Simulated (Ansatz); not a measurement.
The reference is Ge (space group Pm-3n, No. 223; a = 5.417 Å; a hypothetical phase, not in the database extracts checked). Axes: x, y, z lie along the cube axes.

(Cell as relaxed with PBE.)

Levels (all Ansatz, a program for electronic structure, PAW): PBE (420 eV, no SOC); PBEsol (420 eV, no spin-orbit coupling).

Each level relaxes its own structure.

| base | PBE | PBEsol |
|---|---|---|
| volume per atom | 19.87 Å³ | 18.85 Å³ |
| lattice parameter a | 10.237 bohr | 10.058 bohr |
| band gap | zero | zero |

Now apply this change: the cell is compressed by 1.06 % along y with no lateral relaxation, atoms relaxed at fixed cell.

| quantity | PBE | PBEsol |
|---|---|---|
| pressure (mean of the normal stresses, compression positive) | 0.7 GPa | ___ |
| energy relative to the base (free energy F) | +0.6 meV/atom | ___ |
| shortest interatomic distance | 5.064 bohr | ___ |

**Question.** What does PBEsol give?

**Answer.** 
- pressure (mean of the normal stresses, compression positive), PBEsol: 0.8 GPa
- energy relative to the base (free energy F), PBEsol: +0.6 meV/atom
- shortest interatomic distance, PBEsol: 4.976 bohr

PBE's shortest interatomic distance lies 0.088 bohr above PBEsol's (1.8 %); the two agree on the energy relative to the base. Neither level is exact; PBEsol is the comparison here, not a measurement.

Without a gap, meshes like the base's 9×9×9 leave anisotropic stresses uncertain by several tenths of a GPa, and small strain energies with them. The cells carry an imposed strain or load. Stability against distortions was not tested.
